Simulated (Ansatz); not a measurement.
# TlBr under a change: pressure −1 GPa

The parent structure is TlBr in the CsCl type structure (space group Pm-3m, No. 221; a = 4.0532 Å).

Perturbation: hydrostatic tension (pressure −1 GPa).

The values are results of PBE, PAW, 420 eV (Ansatz, a first-principles code; without spin-orbit coupling), not measurements. Γ-centred 8×8×8 mesh, Fermi–Dirac width 0.05 eV.

Volume per atom: 35.31 Å³ (base 33.29 Å³)
Lattice parameter a: 4.133 Å (base 4.053 Å)
Enthalpy H = E + PV relative to the base's energy: -0.21 eV/atom
Band gap: 2.12 eV (base 1.99 eV)
Gap character: direct at X (base direct at X)
Mean gap deformation potential ΔEg/Δln V: +2.2 eV
Width of the top valence band: 1.41 eV (base 1.68 eV)
Electron mass: 0.20 mₑ along k, 0.26 mₑ across (at X) (base 0.18 mₑ along k, 0.24 mₑ across (at X))
Valley order (the lowest conduction-band minima on the path, energy above the VBM, named in the base's zone): X along ⟨100⟩ 2.12 eV; R along ⟨111⟩ 2.55 eV (base X along ⟨100⟩ 1.99 eV; R along ⟨111⟩ 2.35 eV)

Final structure:

```
TlBr
1.0
    4.13350     0.00000     0.00000
    0.00000     4.13350     0.00000
    0.00000     0.00000     4.13350
Tl Br
1 1
Direct
  0.00000   0.00000   0.00000
  0.50000   0.50000   0.50000
```

Cost of the whole job for the changed cell (relaxation, final SCF and bands): around 10 core-seconds (rough).

Spin-orbit coupling, missing from the scalar runs, can matter with Tl. Load acts through the strain it causes; cell and atoms are relaxed under it. Effective masses come from finite differences of ±0.01 Å⁻¹. Along k means along the line from Γ to the band edge. No phonon test of stability was made.
